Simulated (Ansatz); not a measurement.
Band structure of Li2FeCoO4 (R-3m, 8 atoms in the cell).

```xyz
8
Lattice="1.4058 0.8116 9.2570 -1.4058 0.8116 9.2570 0.0000 -1.6233 9.2570" Properties=species:S:1:pos:R:3 pbc="T T T"
Li     0.0000     0.0000    20.8505
Li     0.0000     0.0000     6.9206
Fe     0.0000     0.0000     0.0000
Co     0.0000     0.0000    13.8855
O      0.0000     0.0000    10.3054
O      0.0000     0.0000    17.4657
O      0.0000     0.0000    24.1416
O      0.0000     0.0000     3.6295
```
Moments meant for the start (each program seeds them in its own way; μB, in the order of the atoms Li Li Fe Co O O O O): 0.0 0.0 4.0 3.0 0.0 0.0 0.0 0.0.

Method: LDA (PW92), PAW files made with PBE (plane waves; Ansatz, a quantum-chemistry and plane-wave program).

Settings: kpoints.mp_grid.grid = 6 6 6; hamiltonian.xc = lda; hamiltonian.pseudopotentials = {kind: paw} (the program's default PAW files); magnetization.spin_polarized = true; scf.occupations.method = fermi_dirac; scf.occupations.width = 0.05 eV; kpoints.band_path.path = [[0.0, 0.0, 0.0], [0.5, 0.0, 0.0], [0.5, 0.17179154, -0.17179154]]; kpoints.band_path.npoints = 8.

The starting cell comes from a database of computed structures (which also holds hypothetical and non-ambient phases and stackings), without a prior relaxation at this level. Its lattice was rescaled by a random factor within 2.5 % of one. The moments shrank to a small part of their start, a low-spin state that need not be the lowest.

Levels in eV from the Fermi level, bands 29 to 36 of the first spin channel:
```
point     29     30     31     32    33    34    35    36
-----  -----  -----  -----  -----  ----  ----  ----  ----
Γ      -1.86  -1.86  -1.03  -0.72  1.36  1.36  1.40  1.40
L      -1.19  -1.07  -0.85  -0.81  1.00  1.21  1.25  1.36
B1     -0.86  -0.84  -0.81  -0.80  0.80  0.82  0.99  1.01
```

Bands cross the Fermi level along this path, so the cell is metallic at this level.

The net moment of the cell came out as 1.00 μB.

Keys are those of Ansatz 0.2.
